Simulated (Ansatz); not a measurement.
Habitual settings against a tight run: Zr2AlC (P6_3/mmc, 8 atoms in the cell)

Self-consistent single point.

```
CELL_PARAMETERS angstrom
      3.40072     0.00000     0.00000
     -1.70036     2.94511     0.00000
      0.00000     0.00000    14.93922
ATOMIC_POSITIONS crystal
  Zr 0.33333 0.66667 0.08676
  Zr 0.66667 0.33333 0.91324
  Zr 0.66667 0.33333 0.58676
  Zr 0.33333 0.66667 0.41324
  Al 0.33333 0.66667 0.75000
  Al 0.66667 0.33333 0.25000
  C  0.00000 0.00000 0.00000
  C  0.00000 0.00000 0.50000
```

Level of theory: PBEsol, PAW files made with PBE (plane waves; Ansatz, an electronic-structure program).

Base settings: basis.ecutwfc = 30.9 Ry; kpoints.mp_grid.grid = 8 8 2; hamiltonian.xc = pbesol; hamiltonian.pseudopotentials = {kind: paw} (the program's default PAW files); scf.occupations.method = methfessel_paxton; scf.occupations.width = 0.0037 Ry.

Tight run (finer mesh or higher cutoff; not a proven limit): basis.ecutwfc: 30.9 Ry → 43.4 Ry; kpoints.mp_grid.grid: 8 8 2 → 11 11 3; scf.convergence.dr2_threshold: default (1e-07 eV) → 1e-09 eV. It gave Fermi level (on the code's own zero) 10.53 eV; pressure -12.29 GPa; largest force (vector length) 0.880 eV/Å.

Quick runs, as changes from the base:
- A: the base itself
- B: kpoints.mp_grid.grid: 8 8 2 → 4 4 4; scf.convergence.dr2_threshold: default (1e-07 eV) → 0.0001 eV
- C: basis.ecutwfc: 30.9 Ry → 18.4 Ry; kpoints.mp_grid.grid: 8 8 2 → 6 6 6; hamiltonian.xc: pbesol → lda; scf.occupations.method: methfessel_paxton → cold; scf.occupations.width: 0.0037 Ry → 0.02 Ry [LDA (PW92)]
- D: basis.ecutwfc: 30.9 Ry → 15.4 Ry; kpoints.mp_grid.grid: 8 8 2 → 4 4 4; hamiltonian.xc: pbesol → lda; scf.occupations.method: methfessel_paxton → fermi_dirac; scf.occupations.width: 0.0037 Ry → 0.02 Ry; scf.convergence.dr2_threshold: default (1e-07 eV) → 0.001 eV [LDA (PW92)]

Energies are extrapolated to zero smearing width, which holds to low order in the width alone.

Dashes: energy of C, D, another energy zero.

† marks runs with another functional, U, potentials or spin treatment: their distance from the tight run is not a convergence error alone.

The count of work is k-points × plane waves × bands × iterations; it is no time. 

Pressures in the table are Ansatz's without its Pulay estimate, at a fixed set of plane waves; the tight run's value above holds the estimate.

The starting cell comes from a database of computed structures (which also holds hypothetical and non-ambient phases and stackings), without a prior relaxation at this level. Its lattice was rescaled by a random factor within 2.5 % of one. In the base run, with a pressure of about -12 GPa the cell is away from its equilibrium volume at this level.

| run | energy less tight (meV/atom) | pressure less tight (GPa) | largest miss in a force vector (eV/Å) | count of work / tight |
|---|---|---|---|---|
| A | 6.5 | 0.01 | 0.029 | 0.26 |
| B | 26.1 | -0.11 | 0.004 | 0.14 |
| C† | – | -10.49 | 0.013 | 0.20 |
| D† | – | -26.35 | 0.168 | 0.043 |

Among the runs at the tight run's level, the energy misses run from 6.5 to 26.1 meV/atom.

Left out of this page: 1 run of the series unsound by tests on forces, stress, charge or solver warnings; 1 run of the series with a known weakness of the program.

Keys are those of Ansatz 0.2.
